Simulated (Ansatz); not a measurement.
# Effect of biaxial strain −1.20 %, plane normal [001], relaxed out of plane on SnO

The reference is SnO (space group P4/nmm, No. 129; a = 3.8371 Å, c = 4.7588 Å; layered, stacked along the Cartesian z axis). Axes: x, y, z lie along a, b, c of the conventional cell.

Perturbation: biaxial strain −1.20 %, plane normal [001], relaxed out of plane (Cartesian); in-plane vectors clamped, the third vector and the atoms free.

The values are results of PBE-D3(BJ), PAW, 420 eV (Ansatz, a quantum-chemistry and plane-wave program; no spin-orbit coupling), not measurements. Settings: 12×12×10 k-points, 0.05 eV Fermi–Dirac smearing.

The volume per atom decreases by 0.29 Å³ (17.52 Å³ → 17.23 Å³) and the space group remains P4/nmm (No. 129). The pressure (mean of the normal stresses, compression positive) goes from zero to 1.4 GPa and the band gap remains zero. The out-of-plane strain amounts to +0.76 % (rough) and the mean in-plane stress (compression positive) is +2.1 GPa (rough).

Without a gap, meshes like the base's 12×12×10 leave anisotropic stresses uncertain by several tenths of a GPa, and small strain energies with them. Stability against distortions was not tested. All final runs are without spin polarisation. The zero or small gap of SnO can change with the level of theory.
